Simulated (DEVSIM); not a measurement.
System: Co/SiO2/p-Si capacitor, at 300 K.

Layer 1 from the left is SiO2, thickness (nm) 10.0. Layer 2 from the left is Si, thickness (nm) 3900, Na (cm⁻³) 2.2e16.

Metal gate on the left, work function 5 eV. Fixed charge at the semiconductor interface -2.1e10 cm⁻² (in units of +e); no interface traps.

Constants are typed, rounded textbook-type inputs, not results; the design itself was drawn at random and stands for no fabricated device. Values at 300 K.

SiO2: gap (eV) 9, affinity (eV) 0.9, permittivity 3.9. Si: gap (eV) 1.124, affinity (eV) 4.05, permittivity 11.7, Nc (cm⁻³) 2.86e19, Nv (cm⁻³) 3.1e19.

### Question
Estimate by hand the flat-band voltage, the threshold voltage, and compare with a numerical solution.

### Answer

- Flat-band voltage: C = 0.345 μF/cm², work-function difference 0.013 V; VFB = φms − qNf/C = 0.02 V; numerical 0.02 V.
- Threshold voltage: φF = 0.376 V, depletion charge √(4εqNφF) = 7.41e-8 C/cm²; VT = VFB + 2φF + Qd/C = 0.99 V; numerical 0.99 V.

DEVSIM, 1D Poisson equation in equilibrium, Boltzmann statistics, complete ionisation; no quantum confinement or tunnelling. Metal contacts follow the ideal Schottky-Mott rule: no Fermi-level pinning, no interface dipoles.
